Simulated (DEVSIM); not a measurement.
DEVSIM, 1D drift-diffusion, Boltzmann statistics, complete ionisation; no tunnelling, impact ionisation, image-force lowering or self-heating. Band offsets follow the typed affinities; no thermionic-emission limit at abrupt steps, no polarisation charge.

Structure: isotype n-n heterojunction Al0.4Ga0.6As/GaAs, at 300 K.

```tsv
layer (left to right)	material	thickness (μm)	Nd (cm⁻³)	τn (s)	τp (s)
1	Al0.4Ga0.6As	0.300	9.9e16	1.3e-8	1.3e-8
2	GaAs	0.180	4.7e15	1.3e-8	1.3e-8
```

Left contact: ohmic. Right contact: ohmic. Voltage is applied to the left contact. Recombination: SRH at mid-gap, Auger. Mobility is μmin + (μ − μmin)/(1 + (N/Nref)^α).

Constants are typed, rounded textbook-type inputs, not results; the design itself was drawn at random and stands for no fabricated device. Values at 300 K; Nc and Nv go as T^1.5, mobilities as T to minus their exponent, the gap by Varshni's rule with the affinity fixed.

```csv
parameter,Al0.4Ga0.6As,GaAs
gap (eV),1.9228,1.424
affinity (eV),3.754,4.07
permittivity,11.76,12.9
Nc (cm⁻³),7.93e17,4.7e17
Nv (cm⁻³),9e18,9e18
μn (cm²/Vs),3220,8500
μp (cm²/Vs),158,400
"μn,min",500,500
"μp,min",20,20
"Nref,n",6e16,6e16
"Nref,p",1.5e17,1.5e17
αn,0.39,0.39
αp,0.38,0.38
T exponent of μn,2.1,2.1
T exponent of μp,2.2,2.2
Cn (cm⁶/s),1e-30,1e-30
Cp (cm⁶/s),1e-30,1e-30
Varshni α (eV/K),0.000541,0.000541
Varshni β (K),204,204
```

One input was changed, with this effect: potential step across the device at zero bias 0.381 → 0.425 V.

**Question.** Which change was it?
A. thickness of layer 1 0.3 → 0.51 μm
B. constant mobility in place of the doping-dependent one
C. temperature 300 → 500 K
D. thickness of layer 2 0.18 → 0.036 μm
E. Auger recombination switched off

**Answer.** C, temperature 300 → 500 K
